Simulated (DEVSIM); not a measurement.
System: illuminated Si n-on-p cell, one wavelength, with a back-surface field, at 250 K.

```tsv
layer (left to right)	material	thickness (μm)	Nd (cm⁻³)	Na (cm⁻³)	τn (s)	τp (s)	absorption coefficient (cm⁻¹)
1	Si	0.0530	8.9e18	-	8.6e-7	2.1e-6	180
2	Si	36.0	-	4.7e16	4.8e-6	4.8e-6	180
3	Si	0.530	-	1e18	4.8e-6	4.8e-6	180
```

Left contact: ohmic, minority hole recombination velocity 40000 cm/s. Right contact: ohmic, minority electron recombination velocity 1000 cm/s. Voltage is applied to the left contact. Recombination: SRH at mid-gap, radiative, Auger. Light enters at the left, 1.5e18 photons cm⁻² s⁻¹, one pass, no reflection. Mobility is μmin + (μ − μmin)/(1 + (N/Nref)^α).

This is a model device: material constants are rounded textbook-type values typed into the input, and sizes, dopings and lifetimes were drawn at random. Values at 300 K; Nc and Nv go as T^1.5, mobilities as T to minus their exponent, the gap by Varshni's rule with the affinity fixed.

| parameter | Si |
|---|---|
| gap (eV) | 1.124 |
| affinity (eV) | 4.05 |
| permittivity | 11.7 |
| Nc (cm⁻³) | 2.86e19 |
| Nv (cm⁻³) | 3.1e19 |
| μn (cm²/Vs) | 1417 |
| μp (cm²/Vs) | 470 |
| μn,min | 52 |
| μp,min | 45 |
| Nref,n | 9.7e16 |
| Nref,p | 2.2e17 |
| αn | 0.68 |
| αp | 0.72 |
| T exponent of μn | 2.3 |
| T exponent of μp | 2.2 |
| B (cm³/s) | 4.7e-15 |
| Cn (cm⁶/s) | 2.8e-31 |
| Cp (cm⁶/s) | 9.9e-32 |
| Varshni α (eV/K) | 0.000473 |
| Varshni β (K) | 636 |

Model (solved in DEVSIM): 1D drift-diffusion, Boltzmann statistics, complete ionisation; no tunnelling, impact ionisation, image-force lowering or self-heating.

Q: Tabulate band edges, carrier densities and field at zero bias, in the dark.

A: Energies count from the Fermi level of the right contact; mesh points crowd at the junctions.

| x (μm) | Ec (eV) | Ev (eV) | n (cm⁻³) | p (cm⁻³) | field (V/cm) |
|---|---|---|---|---|---|
| 0.000 | 0.019 | -1.117 | 8.9e18 | < 1e2 | ≈ 0 |
| 0.02255 | 0.019 | -1.117 | 8.9e18 | < 1e2 | ≈ 0 |
| 0.04520 | 0.019 | -1.117 | 8.9e18 | < 1e2 | 810 |
| 0.07150 | 0.262 | -0.874 | 1.2e14 | < 1e2 | 100000 |
| 0.1734 | 0.926 | -0.210 | < 1e2 | 1.4e15 | 28000 |
| 0.3832 | 1.002 | -0.134 | < 1e2 | 4.7e16 | ≈ 0 |
| 0.8976 | 1.002 | -0.134 | < 1e2 | 4.7e16 | ≈ 0 |
| 2.862 | 1.002 | -0.134 | < 1e2 | 4.7e16 | ≈ 0 |
| 6.975 | 1.002 | -0.134 | < 1e2 | 4.7e16 | ≈ 0 |
| 17.77 | 1.002 | -0.134 | < 1e2 | 4.7e16 | ≈ 0 |
| 28.42 | 1.002 | -0.134 | < 1e2 | 4.7e16 | ≈ 0 |
| 33.73 | 1.002 | -0.134 | < 1e2 | 4.7e16 | ≈ 0 |
| 35.12 | 1.002 | -0.134 | < 1e2 | 4.7e16 | ≈ 0 |
| 35.69 | 1.002 | -0.134 | < 1e2 | 4.7e16 | ≈ 0 |
| 35.96 | 1.002 | -0.134 | < 1e2 | 4.7e16 | 100 |
| 36.03 | 1.012 | -0.124 | < 1e2 | 7.3e16 | 6000 |
| 36.06 | 1.063 | -0.073 | < 1e2 | 8.1e17 | 12000 |
| 36.10 | 1.068 | -0.068 | < 1e2 | 1.0e18 | ≈ 0 |
| 36.24 | 1.068 | -0.068 | < 1e2 | 1.0e18 | ≈ 0 |
| 36.43 | 1.068 | -0.068 | < 1e2 | 1.0e18 | ≈ 0 |
| 36.53 | 1.068 | -0.068 | < 1e2 | 1.0e18 | ≈ 0 |
| 36.58 | 1.068 | -0.068 | < 1e2 | 1.0e18 | ≈ 0 |
